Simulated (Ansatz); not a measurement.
Defect migration in orthorhombic CsPbCl3: interstitial Cu, charge state +1. Method: PBE, PAW (plane waves to 420 eV; Ansatz, a program for electronic structure).

Cell of 80 host sites held at the relaxed PBE lattice; the Γ point alone; Fermi-Dirac width 0.01 eV, spin-restricted; finite-size errors left in. No zero-point or tunnelling terms. Spin-orbit coupling is left out. The charge state is imposed; whether it is stable for some Fermi level was not computed. Sites that were not tried may lie lower.

Barriers: single points on a 2×2×2 k-point mesh shifted by half a step at the bands' geometries.

The step: a concerted move, in which Cu travels most. Atoms about the jump, Cartesian Å from the middle of the jump, before and after:

```tsv
atom	x0	y0	z0	x1	y1	z1
Cu1	0.00	1.34	0.00	0.00	-1.34	0.00
Cl2	-1.72	0.22	-1.07	-1.72	-0.22	-1.07
Cl3	1.66	0.13	0.79	1.66	-0.13	0.79
Cl4	-0.22	3.52	-0.35	-0.18	3.48	-0.48
Cs5	1.47	-0.22	-2.79	1.47	0.22	-2.79
Cl6	-0.18	-3.48	-0.48	-0.22	-3.52	-0.35
```

Question: Give the saddle-point geometry and the barrier.

Answer: 
```json
[
 {"atom": "Cu1", "x": "-0.33", "y": "0.07", "z": "-0.05"},
 {"atom": "Cl2", "x": "-2.25", "y": "0.03", "z": "-0.94"},
 {"atom": "Cl3", "x": "1.65", "y": "0.02", "z": "0.68"},
 {"atom": "Cl4", "x": "-0.15", "y": "3.39", "z": "-0.46"},
 {"atom": "Cs5", "x": "1.64", "y": "-0.01", "z": "-2.91"},
 {"atom": "Cl6", "x": "-0.16", "y": "-3.45", "z": "-0.46"}
]
```
It lies 0.089 eV above the start and 0.089 eV above the end. The saddle point's order was not checked.
